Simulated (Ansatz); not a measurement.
Ansatz (a first-principles code) run on Sr2GaSi (Amm2, 4 atoms in the cell): self-consistent single point.

Computed with LDA (PW92), default PAW files made with PBE (plane waves; Ansatz).

The change in words: lattice scaled by 0.98; basis.ecutwfc: 30.9 Ry → 18.4 Ry. Reference geometry:
```
Sr2GaSi
1.0
    4.24356     0.00000     0.00000
    0.00000     2.36850     5.90912
    0.00000    -2.36850     5.90912
Sr Ga Si
2 1 1
Direct
  0.50000   0.64347   0.64347
  0.00000   0.35878   0.35878
  0.50000   0.93840   0.93840
  0.00000   0.06359   0.06359
```

Reference input (self-consistent single point, DFT, LDA (PW92), plane waves, default PAW files made with PBE): basis.ecutwfc = 30.9 Ry; kpoints.mp_grid.grid = 5 5 5; hamiltonian.xc = lda; hamiltonian.pseudopotentials = {kind: paw} (the program's default PAW files); scf.occupations.method = gaussian; scf.occupations.width = 0.0073 Ry. This run's input differs from it in these lines:

Ansatz 0.2 input:
```diff
@@ -2,12 +2,12 @@
   lattice:
-    - [4.24356300, 0.00000000, 0.00000000]
-    - [0.00000000, 2.36849900, 5.90911900]
-    - [0.00000000, -2.36849900, 5.90911900]
+    - [4.15869200, 0.00000000, 0.00000000]
+    - [0.00000000, 2.32112900, 5.79093700]
+    - [0.00000000, -2.32112900, 5.79093700]
   atoms:
-    - { symbol: Sr, position_ang: [2.12178150, 0.00000000, 7.60469342] }
-    - { symbol: Sr, position_ang: [0.00000000, -0.00000000, 4.24014743] }
-    - { symbol: Ga, position_ang: [2.12178150, -0.00000000, 11.09023454] }
-    - { symbol: Si, position_ang: [0.00000000, -0.00000000, 0.75152175] }
+    - { symbol: Sr, position_ang: [2.07934600, 0.00000000, 7.45260004] }
+    - { symbol: Sr, position_ang: [0.00000000, 0.00000000, 4.15534475] }
+    - { symbol: Ga, position_ang: [2.07934600, -0.00000000, 10.86843056] }
+    - { symbol: Si, position_ang: [0.00000000, -0.00000000, 0.73649137] }
 basis:
-  ecutwfc: 30.9 Ry
+  ecutwfc: 18.4 Ry
 kpoints:
```

Log, with long lists cut:

```
SCF iter   1: F=—  HF=-11205.052417 eV  |F-HF|=—  |Δ(HF+E_count)|=         —  Δρ=7.18e-3  dr2=2.65e-2  ethr=1.77e-3  ⟨swp⟩=7.1  Hψ=3365  notcnv=0
all-band conjugate gradients solve this SCF's bands
preconditioner: auto → Kerker (q_TF=auto, 2.269 Å⁻¹)
SCF iter   2: F=—  HF=-11204.878774 eV  |F-HF|=—  |Δ(HF+E_count)|=   1.74e-1  Δρ=6.93e-3  dr2=4.67e-2  ethr=7.17e-5  ⟨swp⟩=2.9  Hψ=1501  notcnv=0  defer=5
   [... lines left out ...]
SCF iter   5: F=—  HF=-11204.867892 eV  |F-HF|=—  |Δ(HF+E_count)|=   1.01e-4  Δρ=1.17e-4  dr2=4.43e-5  ethr=8.84e-7  ⟨swp⟩=2.0  Hψ=885  notcnv=0  defer=5
SCF iter   6: F=—  HF=-11204.867896 eV  |F-HF|=—  |Δ(HF+E_count)|=   4.52e-6  Δρ=3.67e-5  dr2=3.97e-6  ethr=1.20e-7  ⟨swp⟩=2.3  Hψ=859  notcnv=0  defer=5
SCF iter   7: F=—  HF=-11204.867896 eV  |F-HF|=—  |Δ(HF+E_count)|=   4.04e-7  Δρ=6.55e-6  dr2=1.26e-7  ethr=1.07e-8  ⟨swp⟩=2.1  Hψ=942  notcnv=0  defer=5
SCF iter   8: F=-11204.867896 eV  HF=-11204.867896 eV  |F-HF|=5.48e-9  |Δ(HF+E_count)|=   1.17e-8  Δρ=2.13e-6  dr2=1.42e-8  ethr=2.70e-10  ⟨swp⟩=6.3  Hψ=2800  notcnv=0
SCF 1 converged in 8 iterations: F = -11204.867896 eV  dr2 = 1.42e-8
Free energy (F): -11204.867896 eV
Internal energy: -11204.857508 eV  (E = F + TS)
E sigma→0 (E₀):  -11204.862702 eV
Entropy (-TS):   -0.010388 eV (-2.597 meV/atom)
Fermi energy:    7.537571 eV
--- Forces (eV/Å), atoms counted from 1 ---
  atom   1  Sr     0.00000000     0.00000000    -0.16833109
  atom   2  Sr     0.00000000     0.00000000     0.07210418
  atom   3  Ga     0.00000000     0.00000000     0.02764864
  atom   4  Si     0.00000000     0.00000000     0.06859799
--- Stress (GPa, compression-positive) ---
       -0.666703       0.000000       0.000000
        0.000000      -1.382250       0.000000
        0.000000       0.000000      -0.700568
  P = ⅓ Tr σ = -0.9165 GPa (-9.165 kbar)
  The stress holds the Pulay correction. Without it, at fixed plane waves, as pw.x and ABINIT print it: P = -14.6546 GPa
```

The run converged in 8 iterations. Against the reference run the free energy rises by 325 meV/atom, the pressure goes from -3.19 to -0.92 GPa and the largest force goes from 0.264 to 0.168 eV/Å.

The starting cell comes from a database of computed structures (which also holds hypothetical and non-ambient phases and stackings), without a prior relaxation at this level. Its lattice was rescaled by up to half a per cent. One atom was moved a little off its site on purpose. For this run, on top of that: lattice scaled by 0.98. Ansatz's pressure includes its estimate of the finite-basis (Pulay) stress. Without the estimate this run gives -14.65 GPa. The cutoff lies below the one recommended for these files.
